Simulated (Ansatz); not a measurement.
**Pressure series in CaZrF6**

The reference is CaZrF6 (space group Fm-3m, No. 225; a = 8.5108 Å; a cell from a computed database, its experimental status unchecked).

Cell and atoms are relaxed at each pressure.

Method: Kohn–Sham DFT with the PBEsol functional, run in Ansatz (a quantum-chemistry and plane-wave program) with PAW and 420 eV plane waves, no spin-orbit coupling.

| P (GPa) | V (Å³/atom) |
|---|---|
| -1.98 | 19.990 |
| -0.99 | 19.602 |
| 0.30 | 19.169 |
| 0.70 | 19.046 |
| 1.50 | 18.815 |
| 2.99 | 18.425 |
| 4.99 | 17.972 |
| 7.50 | 17.487 |
| 10.00 | 17.068 |

### Question
Fit a third-order Birch–Murnaghan equation of state.

### Answer
Least squares on P(V) = (3B₀/2)[(V₀/V)^(7/3) − (V₀/V)^(5/3)]·[1 + (3/4)(B₀′ − 4)((V₀/V)^(2/3) − 1)] gives V₀ = 19.26 Å³/atom, B₀ = 59 GPa and B₀′ = 5.4.

Between the base and pressure 5 GPa the gap moves from 7.01 eV to 7.22 eV, a mean slope of 41 meV/GPa.

Load acts through the strain it causes; cell and atoms are relaxed under it. Whether these cells are dynamically stable was not tested. Competing high-pressure phases were not computed.
